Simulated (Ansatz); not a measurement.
## KTaO3, element substitutions

Take KTaO3 in the cubic perovskite structure (space group Pm-3m, No. 221; a = 3.989 Å) as the base.

Each row replaces one element on all its sites; cell and atoms are relaxed.

Method: r2SCAN/PAW in Ansatz (an electronic-structure program), no spin-orbit coupling, earlier PAW set.

Candidates:
(a) Ta → Lu
(b) O → S
(c) K → Sc

For the base:

```
Property                  Value
-------------------  ----------
Lattice parameter a  7.539 bohr
```

Question: Order them by lattice parameter a, highest first.

Answer: (b) O → S (9.149 bohr), (a) Ta → Lu (8.126 bohr), (c) K → Sc (7.495 bohr)

The magnetic state is the one reached from the starting moments; the real material's order can differ, and small cells can't hold many antiferromagnetic ones. Whether these cells are dynamically stable was not tested. As relaxed here, KTaS3 and ScTaO3 are hypothetical phases, not in the database extracts checked. For KLuO3 in this form, whether it has been made was not checked. No Hubbard U is applied, and correlation can decide whether such a compound is a metal. Spin-polarised in the final run: KLuO3 and ScTaO3; the other runs are not.
